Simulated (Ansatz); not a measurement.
Base system: BaTiO₃ in the cubic perovskite structure (space group Pm-3m, No. 221).

```xyz
5
Lattice="3.9944 0.0000 0.0000 0.0000 3.9944 0.0000 0.0000 0.0000 3.9944" Properties=species:S:1:pos:R:3 pbc="T T T"
Ba     0.0000     0.0000     0.0000
Ti     1.9972     1.9972     1.9972
O      0.0000     1.9972     1.9972
O      1.9972     1.9972     0.0000
O      1.9972     0.0000     1.9972
```

Method: r2SCAN in Ansatz (plane waves to 500 eV, PAW, without spin-orbit coupling), earlier PAW set.

Base values:

```
Item                    Result
-------------  ---------------
Band gap               2.18 eV
Gap character  indirect, R → Γ
```

It is then changed as follows: the cell is scaled by 0.9708 in all directions, atoms relaxed at fixed cell.

Problem. How does this affect the band gap, hole mass and gap character?

Solution. The band gap increases by 0.206 eV to 2.38 eV; the hole mass (degenerate bands, along [100]) is 0.30, 1.0, 1.0 mₑ (at Γ); the gap character becomes direct at Γ (base: indirect, R → Γ).

The cells carry an imposed strain or load. Masses are band curvatures over ±0.01 Å⁻¹ around the edge. Stability against distortions was not tested. All final runs are without spin polarisation. Many cubic perovskites are stable only at high temperature; tilts and polar distortions were not tested. This is not the structure that BaTiO3 has at room temperature and ambient pressure.

Ansatz is a quantum-chemistry and plane-wave program.
